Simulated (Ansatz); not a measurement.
## What isotropic strain −0.60 % does to CdS

Start from CdS in the wurtzite structure (space group P6_3mc, No. 186; a = 4.074 Å, c = 6.637 Å).

The change: every lattice vector is shortened by 0.60 %, atoms relaxed at fixed cell.

Computed with LDA in Ansatz (plane waves to 420 eV, PAW, no spin-orbit coupling). Γ-centred 9×9×5 mesh, Fermi–Dirac width 0.05 eV.

```tsv
quantity	base	changed	shift
space group	P6_3mc (No. 186)	P6_3mc (No. 186)	–
shortest interatomic distance	2.491 Å	2.477 Å	-0.0149 Å
energy relative to the base (free energy F)	0 meV/atom	+1.7 meV/atom	+1.7 meV/atom
pressure (mean of the normal stresses, compression positive)	0.00 GPa	1.27 GPa	+1.276 GPa
band gap	1.03 eV	1.07 eV	+0.04 eV
gap character	direct at Γ	direct at Γ	–
mean gap deformation potential ΔEg/Δln V	–	-2.2 eV	–
width of the top valence band	1.87 eV	1.93 eV	+0.06 eV
electron mass	0.11 mₑ along c, 0.11 mₑ across (at Γ)	0.11 mₑ along c, 0.12 mₑ across (at Γ)	–
valence-band top at Γ (three highest levels, from the VBM)	0.00, 0.00, -0.06 eV	0.00, 0.00, -0.06 eV	–
```

Cost of the whole job for the changed cell (relaxation, final SCF and bands): very roughly 40 core-seconds.

Masses are band curvatures over ±0.01 Å⁻¹ around the edge. No phonon test of stability was made.

Ansatz is a quantum-chemistry and plane-wave program.
